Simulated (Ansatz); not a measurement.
K₂CO₃ (P6₃/mmc, No. 194, 12 atoms in the cell; start mp-10662; a measured phase of this formula has another space group)

Level of theory: LDA (plane waves, PAW; Ansatz, an electronic-structure program).

Numerical settings: plane-wave cutoff 500 eV, 12×12×6 k mesh (along the axes of the cell as run), gaussian smearing 0.02 eV, scalar-relativistic PAW data made under PBE.

Cell (relaxed at this level):

```xyz
12
Lattice="5.6163 0.0000 0.0000 -2.8082 4.8639 0.0000 0.0000 0.0000 6.6188" Properties=species:S:1:pos:R:3 pbc="T T T"
K      2.8082     1.6213     4.9641
K      0.0000     3.2426     1.6547
K      0.0000     0.0000     3.3094
K      0.0000     0.0000     0.0000
C      0.0000     3.2426     4.9641
C      2.8082     1.6213     1.6547
O      1.1128     3.8850     4.9641
O      1.6954     0.9788     1.6547
O      2.8082     2.9062     1.6547
O      0.0000     1.9577     4.9641
O     -1.1128     3.8850     4.9641
O      3.9209     0.9788     1.6547
```

- band gap = 3.43 eV (on the SCF k mesh)

Note: the relaxation could not lower the start's symmetry, so the cell can be a saddle point above a distorted one.

A start named mp-… is a Materials Project structure, which need not be a measured phase.
